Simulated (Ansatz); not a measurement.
```
CELL_PARAMETERS angstrom
      4.20951     0.00000     0.00000
     -2.10476     3.64554     0.00000
      0.00000     0.00000     6.87382
ATOMIC_POSITIONS crystal
  Cd 0.00000 0.00000 0.48876
  Cd 0.33333 0.66667 0.01075
  Se 0.33333 0.66667 0.62685
  S  0.00000 0.00000 0.12163
```

Computed with PBEsol, rigid bands (plane waves, PAW, scalar-relativistic; Ansatz, a first-principles code). Geometry: cell and atoms relaxed with PBEsol.

What conductivity effective mass do dilute electrons have at 300 K?

0.097 mₑ.

And the band gap?

0.67 eV at this level; semilocal functionals usually fall short of the measured gap.

Rigid bands, one relaxation time for all states, no polarons. Spin-orbit coupling is left out; where it splits the top of the valence band it changes the hole mass and lowers the gap by about a third of the splitting.

Computed structure, not matched to a measured one here, so possibly hypothetical: Cd2SeS (P3m1).
